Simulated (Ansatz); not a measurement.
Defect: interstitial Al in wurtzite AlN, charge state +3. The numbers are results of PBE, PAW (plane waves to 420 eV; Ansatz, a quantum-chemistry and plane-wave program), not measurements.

192-site cell at the relaxed PBE lattice, the Γ point alone, smearing 0.01 eV, spin-restricted, no finite-size correction. Static, classical nuclei. The charge state is imposed; whether it is stable for some Fermi level was not computed. Sites that were not tried may lie lower.

Barriers: single points on a 2×2×2 k-point mesh shifted by half a step along c at the bands' geometries.

Relaxed starting cell (atoms counted from 1):

```xyz
193
Lattice="12.5210 0.0000 0.0000 -6.2605 10.8435 0.0000 0.0000 0.0000 15.0545" Properties=species:S:1:pos:R:3 pbc="T T T"
Al     1.6749     0.9670     2.6087
Al     1.5676     0.9051     7.5462
Al     1.5698     0.9062    12.4914
Al    -0.0011     3.6237     2.4842
Al    -0.0011     3.6202     7.5286
Al    -0.0011     3.6800    12.4518
Al    -1.5615     6.3273     2.4941
Al    -1.5632     6.3264     7.4999
Al    -1.5639     6.3262    12.5095
Al    -3.1225     9.0305     2.4843
Al    -3.1258     9.0324     7.5285
Al    -3.0745     9.0028    12.4518
Al     4.7168     0.9062     2.5058
Al     4.6989     0.9024     7.5207
Al     4.7010     0.9022    12.5194
Al     3.1432     3.6318     2.5058
Al     3.1309     3.6181     7.5207
Al     3.1318     3.6202    12.5195
Al     1.5595     6.3274     2.4943
Al     1.5611     6.3264     7.4999
Al     1.5616     6.3261    12.5094
Al    -0.0009     9.0302     2.4941
Al    -0.0011     9.0322     7.4999
Al    -0.0012     9.0330    12.5095
Al     7.8020     0.9062     2.5060
Al     7.8199     0.9023     7.5207
Al     7.8175     0.9022    12.5194
Al     6.2595     3.6138     2.4969
Al     6.2594     3.6139     7.5203
Al     6.2594     3.6139    12.5248
Al     4.6858     6.3036     2.5058
Al     4.6915     6.3210     7.5206
Al     4.6901     6.3192    12.5193
Al     3.1207     9.0307     2.4842
Al     3.1237     9.0324     7.5286
Al     3.0718     9.0025    12.4517
Al    10.8435     0.9671     2.6087
Al    10.9512     0.9050     7.5462
Al    10.9489     0.9064    12.4911
Al     9.3757     3.6318     2.5061
Al     9.3879     3.6181     7.5207
Al     9.3869     3.6204    12.5194
Al     7.8331     6.3036     2.5059
Al     7.8274     6.3210     7.5206
Al     7.8287     6.3192    12.5194
Al     6.2593     8.9075     2.6086
Al     6.2594     9.0314     7.5462
Al     6.2596     9.0290    12.4914
Al    -0.0011     1.8138     5.0571
Al    -0.0011     1.8160    10.0287
Al    -0.0012     2.0143    14.7936
Al    -1.5676     4.5155     5.0054
Al    -1.5761     4.5266    10.0027
Al    -1.5891     4.5539    15.0307
Al    -3.1337     7.2280     5.0053
Al    -3.1284     7.2153    10.0028
Al    -3.1115     7.1904    15.0306
Al    -4.6903     9.9356     5.0571
Al    -4.6882     9.9345    10.0286
Al    -4.5166     9.8353    14.7951
Al     3.1513     1.8193     5.0457
Al     3.1374     1.8114    10.0239
Al     3.1441     1.8153    15.0527
Al     1.5654     4.5155     5.0054
Al     1.5739     4.5265    10.0028
Al     1.5870     4.5538    15.0306
Al    -0.0011     7.2283     4.9984
Al    -0.0011     7.2284    10.0023
Al    -0.0010     7.2283    15.0254
Al    -1.5672     9.9414     5.0053
Al    -1.5535     9.9433    10.0028
Al    -1.5235     9.9410    15.0306
Al     6.2594     1.8103     5.0148
Al     6.2594     1.8101    10.0214
Al     6.2593     1.8112    15.0311
Al     4.6975     4.5156     5.0147
Al     4.6973     4.5156    10.0213
Al     4.6983     4.5152    15.0310
Al     3.1316     7.2281     5.0053
Al     3.1262     7.2152    10.0026
Al     3.1092     7.1903    15.0307
Al     1.5651     9.9414     5.0053
Al     1.5511     9.9432    10.0027
Al     1.5211     9.9410    15.0307
Al     9.3676     1.8194     5.0459
Al     9.3813     1.8114    10.0239
Al     9.3743     1.8155    15.0527
Al     7.8214     4.5156     5.0149
Al     7.8215     4.5157    10.0213
Al     7.8206     4.5152    15.0311
Al     6.2595     7.2027     5.0456
Al     6.2594     7.2187    10.0239
Al     6.2594     7.2108    15.0527
Al     4.6881     9.9357     5.0571
Al     4.6861     9.9345    10.0286
Al     4.5144     9.8353    14.7933
N      1.5673     0.9048     4.4535
N      1.5618     0.9017     9.4687
N      1.4973     0.8644    14.4947
N     -0.0011     3.5882     4.3838
N     -0.0011     3.6150     9.4459
N     -0.0011     3.7447    14.3794
N     -1.5691     6.3230     4.3998
N     -1.5643     6.3259     9.4116
N     -1.5624     6.3271    14.4309
N     -3.1535     9.0484     4.3837
N     -3.1303     9.0350     9.4458
N     -3.0183     8.9703    14.3795
N      4.6925     0.9048     4.4116
N      4.6948     0.9064     9.4335
N      4.6814     0.8977    14.4438
N      3.1298     3.6113     4.4116
N      3.1323     3.6125     9.4335
N      3.1182     3.6054    14.4438
N      1.5670     6.3230     4.3999
N      1.5620     6.3258     9.4115
N      1.5603     6.3269    14.4308
N     -0.0010     9.0389     4.3998
N     -0.0012     9.0334     9.4116
N     -0.0012     9.0313    14.4309
N      7.8264     0.9049     4.4118
N      7.8240     0.9063     9.4334
N      7.8372     0.8978    14.4438
N      6.2595     3.6138     4.4069
N      6.2594     3.6138     9.4344
N      6.2595     3.6139    14.4438
N      4.6968     6.3253     4.4116
N      4.6970     6.3225     9.4334
N      4.6961     6.3383    14.4438
N      3.1515     9.0484     4.3837
N      3.1281     9.0350     9.4458
N      3.0157     8.9701    14.3793
N     10.9515     0.9049     4.4536
N     10.9570     0.9017     9.4688
N     11.0211     0.8646    14.4947
N      9.3890     3.6114     4.4118
N      9.3865     3.6126     9.4334
N      9.4006     3.6056    14.4438
N      7.8221     6.3253     4.4116
N      7.8219     6.3226     9.4335
N      7.8227     6.3384    14.4439
N      6.2594     9.0318     4.4534
N      6.2594     9.0381     9.4687
N      6.2595     9.1124    14.4946
N     -0.0012     1.7065     1.8179
N     -0.0012     1.8047     6.9523
N     -0.0011     1.8243    11.9864
N     -1.5635     4.5033     1.8882
N     -1.5627     4.5130     6.9158
N     -1.5816     4.5277    11.9159
N     -3.1422     7.2378     1.8881
N     -3.1334     7.2336     6.9157
N     -3.1303     7.2101    11.9161
N     -4.7835     9.9893     1.8178
N     -4.6981     9.9402     6.9522
N     -4.6813     9.9305    11.9860
N      3.1517     1.8195     1.9046
N      3.1277     1.8058     6.9425
N      3.1250     1.8043    11.9565
N      1.5613     4.5033     1.8882
N      1.5604     4.5130     6.9158
N      1.5794     4.5276    11.9160
N     -0.0010     7.2283     1.8871
N     -0.0011     7.2283     6.9039
N     -0.0011     7.2284    11.9256
N     -1.5797     9.9439     1.8882
N     -1.5718     9.9384     6.9157
N     -1.5500     9.9475    11.9161
N      6.2594     1.8072     1.8909
N      6.2594     1.8066     6.9226
N      6.2593     1.8086    11.9423
N      4.6948     4.5171     1.8908
N      4.6943     4.5174     6.9225
N      4.6960     4.5164    11.9424
N      3.1401     7.2378     1.8882
N      3.1312     7.2336     6.9157
N      3.1281     7.2100    11.9159
N      1.5779     9.9440     1.8882
N      1.5697     9.9384     6.9157
N      1.5475     9.9475    11.9160
N      9.3670     1.8198     1.9048
N      9.3911     1.8058     6.9425
N      9.3936     1.8044    11.9563
N      7.8241     4.5172     1.8909
N      7.8246     4.5174     6.9226
N      7.8228     4.5166    11.9423
N      6.2594     7.2023     1.9047
N      6.2595     7.2300     6.9423
N      6.2594     7.2330    11.9564
N      4.7808     9.9894     1.8176
N      4.6959     9.9402     6.9522
N      4.6790     9.9304    11.9863
Al    -0.0017    -0.0004     0.9657
```
Cell charge +3.

End state 1 differs by these moves (Å; atoms that move under 0.08 Å are left out):

```csv
atom,element,Δx,Δy,Δz
1,Al,-0.10,-0.06,-0.06
3,Al,0.17,0.10,-0.21
6,Al,0.00,-0.05,0.09
12,Al,-0.04,0.02,0.09
36,Al,0.04,0.02,0.09
37,Al,0.11,-0.06,-0.06
39,Al,-0.17,0.10,-0.21
46,Al,0.00,0.12,-0.06
48,Al,0.00,-0.20,-0.21
51,Al,0.00,-0.08,0.36
60,Al,-0.07,0.04,0.36
62,Al,0.05,0.03,-0.08
86,Al,-0.05,0.03,-0.08
92,Al,0.00,-0.06,-0.08
96,Al,0.07,0.04,0.36
99,N,-0.02,-0.01,-0.13
102,N,0.00,-0.10,0.07
108,N,-0.09,0.05,0.07
132,N,0.09,0.05,0.07
135,N,0.02,-0.01,-0.13
144,N,0.00,0.02,-0.13
145,N,0.00,0.10,0.13
147,N,0.00,-0.09,0.00
154,N,0.09,-0.05,0.13
156,N,-0.08,0.05,0.00
159,N,0.12,0.07,-0.09
183,N,-0.12,0.07,-0.09
189,N,0.00,-0.14,-0.09
190,N,-0.09,-0.05,0.13
192,N,0.08,0.05,0.00
193,Al,0.00,0.00,-2.51
```

Problem. Predict the forward and backward barriers to end state 1 from PBE, PAW.

Solution. forward 2.31 eV, backward 2.31 eV; at the saddle point atom 193 has neighbours 3 Al at 2.25; 3 N at 1.80 Å. The saddle point's order was not checked, and it lies on a symmetry element of the cell, where a band can be held.
